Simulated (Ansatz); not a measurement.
Start from GaN in the zinc blende structure (space group F-43m, No. 216; a = 4.4981 Å).

All numbers come from Ansatz (a quantum-chemistry and plane-wave program), PBEsol, PAW, cutoff 420 eV, spin-orbit coupling left out.

One thing is altered: every N is replaced by Sb, then cell and atoms are relaxed.

Measured lattice parameter a: GaN 4.5 Å (room temperature; as listed in I. Vurgaftman, J. R. Meyer, L. R. Ram-Mohan, Journal of Applied Physics (2001)); GaSb 6.0959 Å (room temperature; as listed in I. Vurgaftman, J. R. Meyer, L. R. Ram-Mohan, Journal of Applied Physics (2001)).

Problem. How well does PBEsol reproduce the measured shift?

Solution. With PBEsol the lattice parameter a moves by +1.613 Å (4.498 → 6.111) against +1.596 Å measured.

Whether these cells are dynamically stable was not tested. The final runs are not spin-polarised. This is not the structure that GaN has at room temperature and ambient pressure.
